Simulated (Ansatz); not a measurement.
## BP, pressure series

The parent structure is BP in the zinc blende structure (space group F-43m, No. 216; a = 4.537 Å).

Cell and atoms are relaxed at each pressure.

The values are results of r2SCAN in Ansatz (plane waves to 500 eV, PAW, no SOC), not measurements.

Candidates:
(a) pressure 60 GPa
(b) pressure 45 GPa
(c) pressure 1.8 GPa
(d) pressure −1 GPa
(e) pressure 4.2 GPa

Base values:

Smallest direct gap: 3.60 eV

Q: Order them by smallest direct gap, lowest first.

A: (d) pressure −1 GPa (3.59 eV), (c) pressure 1.8 GPa (3.62 eV), (e) pressure 4.2 GPa (3.64 eV), (b) pressure 45 GPa (3.98 eV), (a) pressure 60 GPa (4.11 eV)

Load acts through the strain it causes; cell and atoms are relaxed under it. No phonon test of stability was made. Competing high-pressure phases were not computed.

Ansatz is a quantum-chemistry and plane-wave program.
